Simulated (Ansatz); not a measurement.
Reference: BN (P6_3mc), r2SCAN, rigid bands (plane waves, PAW, scalar-relativistic; Ansatz, a program for electronic structure); axes and stresses refer to this cell.

```yaml
crystal:
  lattice:
    - [2.54101, 0.00000, 0.00000]
    - [-1.27050, 2.20058, 0.00000]
    - [0.00000, 0.00000, 4.20329]
  atoms:
    - { symbol: B, position: [0.33333, 0.66667, 0.00027] }
    - { symbol: B, position: [0.66667, 0.33333, 0.50027] }
    - { symbol: N, position: [0.33333, 0.66667, 0.37473] }
    - { symbol: N, position: [0.66667, 0.33333, 0.87473] }
```

- hole conductivity mass = 0.92 mₑ
- electron mass along x = 0.50 mₑ
- Seebeck coefficient, n-type 1e19 cm⁻³ = -247 μV/K

```json
[
 {"Change": "biaxial stress in the c plane of -27 GPa (compression positive)", "hole conductivity mass": "0.99 mₑ", "electron mass along x": "0.53 mₑ", "Seebeck coefficient, n-type 1e19 cm⁻³": "___"},
 {"Change": "biaxial stress in the c plane of 27 GPa (compression positive)", "hole conductivity mass": "0.89 mₑ", "electron mass along x": "0.48 mₑ", "Seebeck coefficient, n-type 1e19 cm⁻³": "-245 μV/K"},
 {"Change": "biaxial stress in the c plane of 9 GPa (compression positive)", "hole conductivity mass": "0.91 mₑ", "electron mass along x": "0.49 mₑ", "Seebeck coefficient, n-type 1e19 cm⁻³": "-246 μV/K"},
 {"Change": "hydrostatic pressure of -27 GPa (compression positive)", "hole conductivity mass": "0.94 mₑ", "electron mass along x": "0.53 mₑ", "Seebeck coefficient, n-type 1e19 cm⁻³": "___"},
 {"Change": "hydrostatic pressure of -9 GPa (compression positive)", "hole conductivity mass": "0.93 mₑ", "electron mass along x": "___", "Seebeck coefficient, n-type 1e19 cm⁻³": "-249 μV/K"},
 {"Change": "uniaxial stress along c of -36 GPa (compression positive)", "hole conductivity mass": "0.89 mₑ", "electron mass along x": "0.50 mₑ", "Seebeck coefficient, n-type 1e19 cm⁻³": "___"}
]
```

Task: What belongs in the gaps?

Result: 
- biaxial stress in the c plane of -27 GPa (compression positive), Seebeck coefficient, n-type 1e19 cm⁻³: -251 μV/K
- hydrostatic pressure of -27 GPa (compression positive), Seebeck coefficient, n-type 1e19 cm⁻³: -253 μV/K
- hydrostatic pressure of -9 GPa (compression positive), electron mass along x: 0.51 mₑ
- uniaxial stress along c of -36 GPa (compression positive), Seebeck coefficient, n-type 1e19 cm⁻³: -250 μV/K

Masses are for dilute carriers at 300 K, harmonic means over directions unless an axis is named. Seebeck coefficients are for the stated density at 300 K, with one relaxation time for all states and whether or not that doping can be reached. Spin-orbit coupling is left out unless a row names it. Stresses and pressures are the targets of the relaxation.  The structure type is held under load, also where the real crystal would transform.
